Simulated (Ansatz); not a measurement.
Base system: Rh in the fcc (Cu type) structure (space group Fm-3m, No. 225; a = 3.755 Å; relaxed with 0.1 eV smearing).

All numbers come from DFT with LDA, PAW potentials and a 420 eV plane-wave cutoff in Ansatz (an electronic-structure program), without spin-orbit coupling.

For the base:

The pressure comes out as 0.0 GPa.

One thing is altered: an isotropic linear strain of −0.50 %, atoms relaxed at fixed cell.

### Question
How does this affect the pressure and energy relative to the base?

### Answer
The pressure goes from zero to 4.9 GPa; the energy increases by 3.0 meV/atom.

No phonon test of stability was made. The final runs are not spin-polarised.
